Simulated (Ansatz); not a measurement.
## V2O3: pressure series

The reference is V2O3 in the corundum structure (space group R-3c, No. 167; a = 4.7752 Å, c = 14.2339 Å (hexagonal axes); ferromagnetic).

Cell and atoms are relaxed at each pressure.

All numbers come from PBEsol (Ansatz, a program for electronic structure; PAW; 420 eV plane waves; spin-orbit coupling left out), earlier PAW set.

Candidates:
(a) pressure 2.1 GPa
(b) pressure −2 GPa
(c) pressure 22.5 GPa
(d) pressure 9 GPa

For the base:

```
Quantity   Value
---------  -----
c/a ratio  2.981
```

### Question
Order them by c/a ratio, highest first.

### Answer
(c) pressure 22.5 GPa (3.038), (d) pressure 9 GPa (3.003), (a) pressure 2.1 GPa (2.986), (b) pressure −2 GPa (2.976)

Other magnetic orders, which the real material may have, were not ruled out. Load acts through the strain it causes; cell and atoms are relaxed under it. Whether these cells are dynamically stable was not tested. No other phases were tried under pressure. No Hubbard U is applied, and correlation can decide whether such a compound is a metal. The base started in P-1 and relaxed to R-3c at this level.
